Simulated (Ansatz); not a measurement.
**Work function of Fe(100) slab by several functionals**

All runs by Ansatz (plane waves, PAW, no spin-orbit coupling): 9 layers on the in-plane lattice of PBE, ions relaxed at each level.

```
level   work function (eV)
------  ------------------
LDA                      ?
PBE                   3.89
PBEsol                   ?
r2SCAN                3.76
```

### Question
Some entries are withheld; supply them.

### Answer

- LDA, work function (eV): 4.38
- PBEsol, work function (eV): 4.02

### Question
Which level lies nearest to measurement, and on which side does PBE miss?

### Answer
Measured (this face): 4.75 eV (measured; Richard Tran, Xiang-Guo Li, Joseph H. Montoya et al., Surface Science (2019), arXiv:1902.07811). Misses: LDA -0.37, PBE -0.86, PBEsol -0.73, r2SCAN -0.99 eV. Nearest is LDA, though measured values of one face scatter by 0.1 eV or more.

Ansatz is a program for electronic structure.
